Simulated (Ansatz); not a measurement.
The reference is MgSe in the rock salt structure (space group Fm-3m, No. 225; a = 5.473 Å). Axes: x, y, z lie along the cube axes.

The values are results of plane-wave PAW DFT at the r2SCAN level (Ansatz, a program for electronic structure, 500 eV), no spin-orbit coupling, earlier PAW set, not measurements.

Base values:

| Item | Value |
|---|---|
| Electron mass | 0.48 mₑ along k, 0.25 mₑ across (at X) |
| Pressure | 0.00 GPa |
| Band gap | 2.48 eV |

Now apply this change: biaxial strain +0.69 %, plane normal [110], relaxed out of plane (Cartesian); in-plane vectors clamped, the third vector and the atoms free.

What happens to the out-of-plane strain, electron mass, energy relative to the base, pressure and band gap?

The out-of-plane strain is -0.37 %; the electron mass changes from 0.48 mₑ along k, 0.25 mₑ across (at X) to 0.48 mₑ along k, 0.25 mₑ across (at T); the energy grows by 0.9 meV/atom; the pressure (mean of the normal stresses, compression positive) goes from zero to -0.65 GPa; the band gap falls by 0.07 eV to 2.41 eV.

A biaxial case was relaxed in a doubled cell and then solved in the primitive one. Effective masses come from finite differences of ±0.01 Å⁻¹. Along k means along the line from Γ to the band edge. No phonon test of stability was made.
